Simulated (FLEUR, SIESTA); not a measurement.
A SIESTA input for a self-consistent single point of TiNi (Pm-3m, 2 atoms in the cell) (DFT, GGA PBEsol, numerical atomic orbitals DZP, PseudoDojo PBEsol standard norm-conserving potentials (rewritten from UPF to PSML)):

```
# files in the folder: Ti.psml Ni.psml (PseudoDojo PBEsol standard)
SystemName  TiNi
SystemLabel tini

NumberOfAtoms                2
NumberOfSpecies              2
%block ChemicalSpeciesLabel
  1 22 Ti
  2 28 Ni
%endblock ChemicalSpeciesLabel
LatticeConstant              2.960879 Ang
%block LatticeVectors
     1.000000000    0.000000000    0.000000000
     0.000000000    1.000000000    0.000000000
     0.000000000    0.000000000    1.000000000
%endblock LatticeVectors
AtomicCoordinatesFormat      Bohr
%block AtomicCoordinatesAndAtomicSpecies
     2.797625199    2.797625199    2.797625199  1
     0.000000000    0.000000000    0.000000000  2
%endblock AtomicCoordinatesAndAtomicSpecies

XC.functional                GGA
XC.authors                   PBEsol
PAO.BasisSize                DZP
PAO.EnergyShift              0.01 Ry
MeshCutoff                   300 Ry
%block kgrid.MonkhorstPack
    9   0   0  0.0
    0   9   0  0.0
    0   0   9  0.0
%endblock kgrid.MonkhorstPack
OccupationFunction           MP
OccupationMPOrder            0
ElectronicTemperature        0.1 eV

MaxSCFIterations             150
SCF.Mixer.Method             Pulay
SCF.Mixer.Weight             0.25
SCF.Mixer.History            6
SCF.DM.Tolerance             1.0E-04
Diag.ParallelOverK           true
WriteForces                  true
```

**Question.** Write the same calculation as an input for FLEUR.

**Answer.** This is the input that was run; spellings and numerical settings could be chosen otherwise.

Input of the input generator:

```
scf TiNi
&input film=f /
5.5952503982 0.0000000000 0.0000000000
0.0000000000 5.5952503982 0.0000000000
0.0000000000 0.0000000000 5.5952503982
1.0
1.0 1.0 1.0

2
22 0.5000000000 0.5000000000 0.5000000000
28 0.0000000000 0.0000000000 0.0000000000

&comp jspins=1 /
&exco xctyp='PBEs' /
&kpt div1=9 div2=9 div3=9 /
&end /
```

```xml
<?xml version="1.0" encoding="UTF-8" standalone="no"?>
<fleurInput fleurInputVersion="0.39">
   <comment>
      scf TiNi                                                                                            
   </comment>
   <calculationSetup>
      <cutoffs Kmax="3.5" Gmax="10.5" GmaxXC="10.5" numbands="0"/>
      <scfLoop itmax="80" minDistance="0.00001" maxIterBroyd="15" imix="Anderson" alpha="0.05" precondParam="0.0" spinf="2.0"/>
      <coreElectrons ctail="T" frcor="F" kcrel="0" coretail_lmax="0"/>
      <xcFunctional name="PBEs" relativisticCorrections="F"/>
      <magnetism jspins="1"/>
      <soc l_soc="F" theta="0.0" phi="0.0" spav="F"/>
      <expertModes spex="0" secvar="F"/>
      <geometryOptimization l_f="T" forcealpha="1.0" forcemix="BFGS" epsdisp="0.00001" epsforce="0.00001"/>
      <ldaU l_linMix="F" mixParam="0.05" spinf="1.0"/>
   </calculationSetup>
   <cell>
      <bzIntegration valenceElectrons="28.0" mode="gauss" fermiSmearingEnergy="0.00367493">
         <kPointListSelection listName="default-1"/>
         <!-- k-points included here -->
         <xi:include xmlns:xi="http://www.w3.org/2001/XInclude" href="kpts.xml"> </xi:include>
      </bzIntegration>
      <!-- symmetry operations included here -->
      <xi:include xmlns:xi="http://www.w3.org/2001/XInclude" href="sym.xml"> </xi:include>
      <bulkLattice scale="1.0">
         <bravaisMatrix>
            <row-1>    5.5952503982000001     0.0000000000000000     0.0000000000000000</row-1>
            <row-2>    0.0000000000000000     5.5952503982000001     0.0000000000000000</row-2>
            <row-3>    0.0000000000000000     0.0000000000000000     5.5952503982000001</row-3>
         </bravaisMatrix>
      </bulkLattice>
   </cell>
   <atomSpecies>
      <species name="Titanium (Ti)" element="Ti" atomicNumber="22">
         <mtSphere radius="2.26" gridPoints="781" logIncrement="0.015"/>
         <atomicCutoffs lmax="8" lnonsphr="6"/>
         <electronConfig flipSpins="F">
            <coreConfig>(1s1/2) (2s1/2) (2p1/2) (2p3/2)</coreConfig>
            <valenceConfig>(3s1/2) (3p1/2) (3p3/2) (4s1/2) (3d3/2) (3d5/2)</valenceConfig>
            <stateOccupation state="(3d3/2)" spinUp="0.4" spinDown="0.4"/>
            <stateOccupation state="(3d5/2)" spinUp="0.6" spinDown="0.6"/>
         </electronConfig>
         <energyParameters s="4" p="4" d="3" f="4"/>
         <lo type="SCLO" l="0" n="3" eDeriv="0"/>
         <lo type="SCLO" l="1" n="3" eDeriv="0"/>
      </species>
      <species name="Nickel (Ni)" element="Ni" atomicNumber="28">
         <mtSphere radius="2.26" gridPoints="781" logIncrement="0.016"/>
         <atomicCutoffs lmax="8" lnonsphr="6"/>
         <electronConfig flipSpins="F">
            <coreConfig>(1s1/2) (2s1/2) (2p1/2) (2p3/2) (3s1/2)</coreConfig>
            <valenceConfig>(3p1/2) (3p3/2) (4s1/2) (3d3/2) (3d5/2)</valenceConfig>
            <stateOccupation state="(3d3/2)" spinUp="1.6" spinDown="1.6"/>
            <stateOccupation state="(3d5/2)" spinUp="2.4" spinDown="2.4"/>
         </electronConfig>
         <energyParameters s="4" p="4" d="3" f="4"/>
         <lo type="SCLO" l="1" n="3" eDeriv="0"/>
      </species>
   </atomSpecies>
   <atomGroups>
      <atomGroup species="Titanium (Ti)">
         <relPos label="                   1">1.000/2.000 1.000/2.000 1.000/2.000</relPos>
         <force calculate="T" relaxXYZ="TTT"/>
      </atomGroup>
      <atomGroup species="Nickel (Ni)">
         <relPos label="                   2">.0000000000 .0000000000 .0000000000</relPos>
         <force calculate="T" relaxXYZ="TTT"/>
      </atomGroup>
   </atomGroups>
   <output dos="F" band="F" slice="F">
      <checks vchk="F" cdinf="F"/>
      <bandDOS minEnergy="-.5*Htr" maxEnergy="0.5*Htr" sigma="0.015" storeEVData="T"/>
      <vacuumDOS vacdos="F" integ="F" star="F" nstars="0" locx1="0.0" locy1="0.0" locx2="0.0" locy2="0.0" nstm="0" tworkf="0.0"/>
      <unfoldingBand unfoldBand="F" supercellX="1" supercellY="1" supercellZ="1"/>
      <plotting iplot="0" polar="F">
         <plot TwoD="T" vec1="  1.0  0.0  0.0" vec2="  0.0  1.0  0.0" vec3="  0.0  0.0  1.0" zero="  0.0  0.0  0.0" file="plot"/>
      </plotting>
      <chargeDensitySlicing numkpt="0" minEigenval="0.0" maxEigenval="0.0" nnne="0" pallst="F"/>
      <specialOutput eonly="F"/>
      <magneticCircularDichroism mcd="F" energyLo="-10.0" energyUp="0.0"/>
   </output>
  <!-- We include the file relax.xml here to enable relaxations (see documentation) -->
  <xi:include xmlns:xi="http://www.w3.org/2001/XInclude" href="relax.xml"> <xi:fallback/> </xi:include>
</fleurInput>
```

Basis, cutoffs, solver keys and any potentials are the target program's own. This input uses DFT, PBEsol, all-electron FLAPW (FLEUR), scalar-relativistic valence.

The starting cell comes from a database of computed structures (which also holds hypothetical and non-ambient phases and stackings), without a prior relaxation at this level. Its lattice was rescaled by a random factor within 2.5 % of one.
